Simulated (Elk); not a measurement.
Elk run on FeCo (Pm-3m, 2 atoms in the cell): self-consistent single point.

Method of the run: Elk with PBE, all-electron FP-LAPW, Elk's shipped species files, APW+lo basis with extra local orbitals.

The change in words: lattice scaled by 0.98. Reference geometry:
```xyz
2
Lattice="2.7868 0.0000 0.0000 0.0000 2.7868 0.0000 0.0000 0.0000 2.7868" Properties=species:S:1:pos:R:3 pbc="T T T"
Fe     0.0000     0.0000     0.0000
Co     1.3934     1.3934     1.3934
```
Moments meant for the start (each program seeds them in its own way; μB, in the order of the atoms Fe Co): 4.0 3.0.

Reference input (self-consistent single point, DFT, PBE, all-electron FP-LAPW, Elk's shipped species files, APW+lo basis with extra local orbitals): xctype = 20; spinpol = true; rgkmax = 7.5; stype = 0; swidth = 0.00183747 Ha; ngridk = 16 16 16; reducebf = 0.8; gmaxvr = 16 1/bohr; nxlo = 2; lorbcnd = true; rmtscf = 0.89; lmaxi = 2. This run's input differs from it in these lines:

```diff
@@ -40,5 +40,5 @@
 avec
-    5.2662736463    0.0000000000    0.0000000000
-    0.0000000000    5.2662736463    0.0000000000
-    0.0000000000    0.0000000000    5.2662736463
+    5.1609478710    0.0000000000    0.0000000000
+    0.0000000000    5.1609478710    0.0000000000
+    0.0000000000    0.0000000000    5.1609478710
```

Output, abridged:

```
│ Self-consistent loop started │
│ Loop number : 1 │
 total energy                :     -2665.43274056
 total moment                :    4.604994859
│ Loop number : 2 │
 total energy                :     -2665.69610148
 total moment                :    4.602916780
RMS change in Kohn-Sham potential (target) :    3.411391344     (  0.1000000000E-05)
Absolute change in total energy (target)   :   0.2633609259     (  0.1000000000E-03)
│ Loop number : 3 │
 total energy                :     -2660.69070102
 total moment                :    4.363766027
RMS change in Kohn-Sham potential (target) :    2.390139750     (  0.1000000000E-05)
   [... lines left out ...]
│ Loop number : 31 │
 total energy                :     -2666.38737152
 total moment                :    4.343175904
RMS change in Kohn-Sham potential (target) :   0.1675982117E-05 (  0.1000000000E-05)
Absolute change in total energy (target)   :   0.2134830083E-04 (  0.1000000000E-03)
│ Loop number : 32 │
 total energy                :     -2666.38735063
 total moment                :    4.343093935
RMS change in Kohn-Sham potential (target) :   0.4219677763E-06 (  0.1000000000E-05)
Absolute change in total energy (target)   :   0.2622488682E-04 (  0.1000000000E-03)
Convergence targets achieved

│ Loop number : 33 │

Energies :
 Fermi                       :     0.420084503077
 xc effective B-field        :    -0.209500970272
 external B-field            :      0.00000000000
 total energy                :     -2666.38734550
 (external B-field energy excluded from total)

Density of states at Fermi energy :    41.69979540
 (states/Hartree/unit cell)

Estimated indirect band gap :   0.1191446603E-03
 from k-point     17 to k-point     29
Estimated direct band gap   :   0.3080989621E-02
 at k-point     51

Charges :
 core                        :    22.00000000
 valence                     :    31.00000000
 interstitial                :    2.678863640
 muffin-tins (core leakage)
  species :    1 (Fe)
   atom    1                 :    24.57376207     (  0.3731237541E-10)
  species :    2 (Co)
   [... lines left out ...]
 total charge                :    53.00000000
 error                       :   0.9128770437E-03

Moments :
 interstitial                :  -0.1369351253E-01
 muffin-tins
  species :    1 (Fe)
   atom    1                 :    2.600690168
  species :    2 (Co)
   atom    1                 :    1.756075667
 total in muffin-tins        :    4.356765835
 total moment                :    4.343072322

│ Self-consistent loop stopped │
```

The run converged in 33 iterations. The count includes the last loop, which Elk runs after its targets are met. Against the reference run the total energy rises by 84.3 meV/atom and the size of the net moment goes from 2.20 to 2.17 μB/atom.

The starting cell comes from a database of computed structures (which also holds hypothetical and non-ambient phases and stackings), without a prior relaxation at this level. Its lattice was rescaled by a random factor within 2.5 % of one. For this run, on top of that: lattice scaled by 0.98. The magnetic order is the one reached from the typed start; others were not searched systematically. Values depend on the basis (sphere radii, cutoffs, local orbitals), which need not be converged. The log's line on a gap gives a spacing of levels on this mesh, which the program prints for metals too.

Cost on one core of a shared machine: roughly 2 min.
